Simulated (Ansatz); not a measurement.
The starting structures come from a database of crystals and need not be the phases stable at ambient conditions.

By PBEsol, the system below comes out a metal.

The ballistic (Sharvin) conductance counts the channels at the Fermi level: G/A = (e²/h) × channels of both spins per area.

Input:

```xyz
2
Lattice="2.8064 0.0000 0.0000 -1.4032 2.4304 0.0000 0.0000 0.0000 4.4623" Properties=species:S:1:pos:R:3 pbc="T T T"
Ir     1.4032     0.8101     3.3467
Ir     0.0000     1.6203     1.1156
```

Space group of this cell: P6_3/mmc, hcp (Mg type). The cell is strained (lengths across the current scaled by 1.02, ions clamped); by PBEsol its mean pressure is -23.6 GPa.

The current flows along the normal of the first two printed cell vectors, the (001) (indices of the unstrained crystal) plane of the conventional cell. No spin-orbit coupling; the value is a mean over 0.1 eV about the Fermi level.

Task: Give the ballistic conductance per area that Ansatz (an electronic-structure program) with PBEsol yields.

Result: 2.1 × 10¹⁵ S/m² for both spins.
